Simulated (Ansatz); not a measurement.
Data:

End structure of the (30-31) surface of hcp Os in its 1x1 cell, outermost plane spacing 0.39 Å in the ideal cut:

```xyz
28
Lattice="2.7542 0.0000 0.0000 -1.3771 13.2558 0.0000 0.0000 0.0000 27.0000" Properties=species:S:1:pos:R:3 pbc="T T T"
Os     0.0004     9.8703     8.3290
Os     1.3772     7.6569     8.7345
Os     1.3772     0.8957     9.1116
Os     1.3770    11.8875     9.3830
Os     1.3770     5.1851     9.8596
Os     0.0001     2.9351    10.1534
Os     1.3770     9.4467    10.5722
Os    -0.0002     7.1908    10.9736
Os    -0.0001     0.5058    11.3211
Os    -0.0001    11.4676    11.7094
Os    -0.0002     4.7852    12.1263
Os     1.3768     2.5014    12.4816
Os     0.0002     9.0447    12.9279
Os     1.3769     6.7645    13.3291
Os     1.3774     0.0698    13.6709
Os     1.3769    11.0454    14.0721
Os     1.3774     4.3329    14.5184
Os     0.0002     2.0491    14.8737
Os     1.3772     8.6225    15.2906
Os     0.0001     6.3285    15.6789
Os     1.3773    12.8993    16.0264
Os     0.0001    10.6435    16.4278
Os    -0.0001     3.8992    16.8466
Os     1.3773     1.6492    17.1404
Os     0.0001     8.2027    17.6170
Os     1.3770     5.9386    17.8884
Os    -0.0001    12.4332    18.2655
Os     1.3767    10.2198    18.6710
```

Set-up: 28 atoms, 10.6 Å thick at the start; mesh 14x3x1; 0.1 eV smearing; dipole correction on; all atoms relaxed; held to the part of the start's symmetry that mesh and held atoms allow; no spin, no spin-orbit, no U.

Problem. Give the work function of the top face at the level PBE (Ansatz, a quantum-chemistry and plane-wave program).

Solution. 5.13 eV

Problem. Give the surface energy (mean of both faces) at the level PBE.

Solution. 221 meV/Å²
